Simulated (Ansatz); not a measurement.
Here is the system:

A slab with vacuum along the third vector:

```xyz
24
Lattice="2.5668 0.0000 0.0000 0.0000 10.5832 0.0000 0.0000 0.0000 26.5000" Properties=species:S:1:pos:R:3 pbc="T T T"
Cu     1.2834     2.2596     8.3194
Cu     0.0000     4.3899     8.6748
Cu     1.2834     6.5336     9.0985
Cu     0.0000     8.6886     9.5139
Cu     1.2834     0.2726     9.8876
Cu     0.0000     2.4517    10.4284
Cu     1.2834     4.6560    10.8575
Cu     0.0000     6.8398    11.2738
Cu     1.2834     9.0320    11.6901
Cu     0.0000     0.6145    12.1435
Cu     1.2834     2.7972    12.6094
Cu     0.0000     4.9786    13.0455
Cu     1.2834     7.1609    13.4545
Cu     0.0000     9.3423    13.8906
Cu     1.2834     0.9418    14.3565
Cu     0.0000     3.1075    14.8099
Cu     1.2834     5.2997    15.2262
Cu     0.0000     7.4835    15.6425
Cu     1.2834     9.6878    16.0716
Cu     0.0000     1.2838    16.6124
Cu     1.2834     3.4509    16.9861
Cu     0.0000     5.6059    17.4015
Cu     1.2834     7.7496    17.8252
Cu     0.0000     9.8800    18.1806
```

Model: 24-atom slab, 10.1 Å thick at the start (thin: gaps and levels are the slab's own), 15x4x1 mesh, Fermi-Dirac 0.1 eV, dipole correction, all atoms relaxed; held to the start's symmetry, so lower structures may exist; no spin, no spin-orbit, no U.

What is the computed work function of the top face (PBE in Ansatz, a first-principles code)?

4.63 eV

Estimate the surface energy (mean of both faces) that PBE returns for this input.

1.45 J/m^2
